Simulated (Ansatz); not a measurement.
System: cubic perovskite SrVO3. Method: r²SCAN (plane waves, PAW; Ansatz, a first-principles code).

Numerical settings: plane-wave cutoff 560 eV, 14×14×14 k mesh, Fermi–Dirac smearing 0.05 eV, no spin polarisation, scalar-relativistic PAW data made under PBE.

Cell (relaxed at this level):

```cif
data_O3SrV
_chemical_formula_sum 'Sr1 V1 O3'
_space_group_name_H-M_alt 'Pm-3m'
_space_group_IT_number 221
_space_group_name_Hall '-P 4 2 3'
_cell_length_a 3.82803
_cell_length_b 3.82803
_cell_length_c 3.82803
_cell_angle_alpha 90.000
_cell_angle_beta 90.000
_cell_angle_gamma 90.000
loop_
_atom_site_label
_atom_site_type_symbol
_atom_site_symmetry_multiplicity
_atom_site_Wyckoff_symbol
_atom_site_fract_x
_atom_site_fract_y
_atom_site_fract_z
_atom_site_occupancy
Sr1 Sr 1 a 0.00000 0.00000 0.00000 1
V1 V 1 b 0.50000 0.50000 0.50000 1
O1 O 3 c 0.00000 0.50000 0.50000 1
```

**Question.** Estimate the bulk modulus B0 and pressure derivative B′ of the bulk modulus that the calculation returns.

**Answer.** 
- bulk modulus B0 = 202 GPa
- pressure derivative B′ of the bulk modulus = 4.4

The run finds no gap.

Computed values are for the static lattice.
